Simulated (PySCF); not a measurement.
PySCF 2.14.0, PBE/def2-svp, df: W(NMe)(S)(Br)(OH) (C[N]=[W]([OH])(=[S])[Br]), 10 atoms. The geometry is a generated start, not checked to be a minimum at this level.

```json
{
  "task": "energy",
  "method": "pbe",
  "basis": "def2-svp",
  "two_electron_scheme": "density fitting",
  "mol.max_memory": "3000 MB",
  "mf.max_cycle": "100",
  "mf.conv_tol": "1e-09 (default)",
  "mf.grids.level": "3 (default)",
  "effective_core_potentials": "those of the basis set, past Kr",
  "basis_functions": "144",
  "grid_points": "144952"
}
```

```xyz
10

W      0.1437     0.6937     1.0197
N     -0.1148    -0.0743    -0.5620
C     -0.0749    -0.7888    -1.7822
H      0.9445    -1.1564    -1.9675
H     -0.7632    -1.6432    -1.7715
H     -0.3584    -0.1310    -2.6133
S      2.3150     0.7618     1.3063
Br    -0.4625     3.0029     0.6413
O     -0.6469    -0.0470     2.5128
H     -0.9826    -0.6177     3.2164
```

Charge 0 and multiplicity 1 are set for this test and not shown to be the ground state.

With the defaults (mf.DIIS = CDIIS, mf.diis_space = 8, mf.diis = true, mf.damp = 0, mf.diis_start_cycle = 1, mf.init_guess = minao, newton = off) it converges in 16 Fock builds. One run each on 2 threads, 1 BLAS thread, with these changes:
- mf.diis = false
- mf.DIIS = EDIIS
- mf.damp = 0.7, mf.diis_start_cycle = 8
- newton = Hessian by the SCF's own integrals
- mf.diis_space = 3
- mf.init_guess = huckel
- mf.DIIS = ADIIS
- mf.diis = false, mf.damp = 0.7, mf.diis_start_cycle = 999
- mf.diis_space = 12

### Question
Which of these changes keep the SCF from converging, or lead it to another solution?

### Answer
No convergence: mf.DIIS = EDIIS; mf.diis_space = 3; mf.diis = false; mf.diis = false, mf.damp = 0.7, mf.diis_start_cycle = 999 (the run ends without SCF convergence in 100 cycles). The rest reach the solution of the defaults.

| setting | Fock builds | end |
|---|---|---|
| the defaults | 16 | same solution |
| mf.diis_space = 12 | 16 | same solution |
| mf.init_guess = huckel | 19 | same solution |
| mf.damp = 0.7, mf.diis_start_cycle = 8 | 22 | same solution |
| mf.DIIS = ADIIS | 31 | same solution |
| newton = Hessian by the SCF's own integrals | 46 | same solution |
| mf.DIIS = EDIIS | 101 | no convergence |
| mf.diis_space = 3 | 101 | no convergence |
| mf.diis = false | 101 | no convergence |
| mf.diis = false, mf.damp = 0.7, mf.diis_start_cycle = 999 | 101 | no convergence |

Under newton the count holds the products with the orbital Hessian.
